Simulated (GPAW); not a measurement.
A self-consistent single point of KMgF₃ (Pm-3m, 5 atoms in the cell) with GPAW.

Method: PBE, GPAW PAW datasets PBE (gpaw-data 1.0.1) (plane waves; GPAW).

The change in words: lattice scaled by 0.98. Reference geometry:
```
CELL_PARAMETERS angstrom
      4.00234     0.00000     0.00000
      0.00000     4.00234     0.00000
      0.00000     0.00000     4.00234
ATOMIC_POSITIONS crystal
  K  0.50000 0.50000 0.50000
  Mg 0.00000 0.00000 0.00000
  F  0.00000 0.50000 0.00000
  F  0.50000 0.00000 0.00000
  F  0.00000 0.00000 0.50000
```

Reference input (self-consistent single point, DFT PBE, plane waves, GPAW PAW datasets PBE (gpaw-data 1.0.1)): mode = pw; ecut = 900 eV; xc = PBE; kpts = 4 4 4; mesh shift (steps) = 0 0 0; occupations.name = fermi-dirac; occupations.width = 0.02 eV; nbands = -6; convergence.bands = -4; symmetry.symmorphic = false; symmetry.tolerance = 0.0005; maxiter = 100. This run's input differs from it in these lines:

```diff
@@ -5,10 +5,10 @@
 atoms = Atoms(['K', 'Mg', 'F', 'F', 'F'],
-              cell=[[4.002341, 0.000000, 0.000000],
-                    [0.000000, 4.002341, 0.000000],
-                    [0.000000, 0.000000, 4.002341]],
-              positions=[[2.001171, 2.001171, 2.001171],
+              cell=[[3.922294, 0.000000, 0.000000],
+                    [0.000000, 3.922294, 0.000000],
+                    [0.000000, 0.000000, 3.922294]],
+              positions=[[1.961147, 1.961147, 1.961147],
                          [0.000000, 0.000000, 0.000000],
-                         [0.000000, 2.001171, 0.000000],
-                         [2.001171, 0.000000, 0.000000],
-                         [0.000000, 0.000000, 2.001171]],
+                         [0.000000, 1.961147, 0.000000],
+                         [1.961147, 0.000000, 0.000000],
+                         [0.000000, 0.000000, 1.961147]],
               pbc=True)
```

Output, abridged:

```
     iter     time        total  log10-change:
                         energy   eigst   dens
iter:   1 --:--:--   -25.856393   +0.40
iter:   2 --:--:--   -25.539866   -0.07  -1.25
iter:   3 --:--:--   -24.554455   -0.02  -1.29
iter:   4 --:--:--   -24.593565   -0.21  -1.51
iter:   5 --:--:--   -24.657380   -0.73  -1.63
iter:   6 --:--:--   -24.563303   -0.98  -1.99
iter:   7 --:--:--   -24.567319   -1.71  -2.65
iter:   8 --:--:--   -24.561937c  -2.52  -2.52
iter:   9 --:--:--   -24.563069c  -2.96  -3.05
iter:  10 --:--:--   -24.562548c  -3.53  -2.88
iter:  11 --:--:--   -24.563358c  -3.56  -2.99
iter:  12 --:--:--   -24.562638c  -2.82  -2.83
   [... 3 lines left out ...]
iter:  16 --:--:--   -24.562193c  -4.55  -3.63
iter:  17 --:--:--   -24.562183c  -5.21  -3.74
iter:  18 --:--:--   -24.562190c  -5.32  -3.93
iter:  19 --:--:--   -24.562181c  -5.79  -3.98
iter:  20 --:--:--   -24.562184c  -5.74  -4.07c
iter:  21 --:--:--   -24.562184c  -6.62  -4.62c
iter:  22 --:--:--   -24.562184c  -7.24  -4.62c
iter:  23 --:--:--   -24.562183c  -7.37  -4.68c
iter:  24 --:--:--   -24.562183c  -7.23  -4.73c
iter:  25 --:--:--   -24.562183c  -7.24  -4.74c
iter:  26 --:--:--   -24.562183c  -8.03c -4.61c
Converged after 26 iterations.

Dipole moment: (-0.000000, -0.000000, -0.000000) |e|*Ang

Energy contributions relative to reference atoms: (reference = -29974.140463)

Kinetic:        +30.702440
Potential:      -26.228676
External:        +0.000000
XC:             -28.392612
Entropy (-ST):   -0.000000
Local:           -0.643335
SIC:             +0.000000
--------------------------
Free energy:    -24.562183
Extrapolated:   -24.562183

Showing only first 2 kpts
 Kpt  Band  Eigenvalues  Occupancy
  0    18      0.59954    2.00000
  0    19      0.59954    2.00000
  0    20      8.62343    0.00000
  0    21     11.05755    0.00000

  1    18      0.48236    2.00000
  1    19      0.48236    2.00000
  1    20      9.66751    0.00000
  1    21     11.57952    0.00000

Fermi level: 3.34196

Gap: 7.703 eV
Transition (v -> c):
   [... lines left out ...]
Direct gap: 8.024 eV
   [... lines left out ...]
Energy (eV): -24.562183

Forces in eV/Ang:
  0 K     0.00000    0.00000    0.00000
  1 Mg    0.00000    0.00000    0.00000
  2 F     0.00000    0.00000   -0.00000
  3 F     0.00000    0.00000    0.00000
  4 F     0.00000   -0.00000    0.00000

Stress tensor:
    -0.042199     0.000000     0.000000
     0.000000    -0.042199     0.000000
     0.000000     0.000000    -0.042199
Stress (GPa, Voigt): [-6.761 -6.761 -6.761  0.     0.     0.   ]
```

The run converged in 26 iterations. GPAW prints stress with tension positive. Against the reference run the free energy goes up by 25.7 meV/atom and the gap on the mesh goes from 7.236 to 7.703 eV.

At such cutoffs GPAW's stress carries a finite-basis (Pulay) error, which enters relaxed cells too; its log prints stress with tension positive.

The starting cell comes from a database of computed structures (which also holds hypothetical and non-ambient phases and stackings), without a prior relaxation at this level. Its lattice was rescaled by a random factor within 2.5 % of one. For this run, on top of that: lattice scaled by 0.98.

Cost on one core of a shared machine: roughly 40 s.
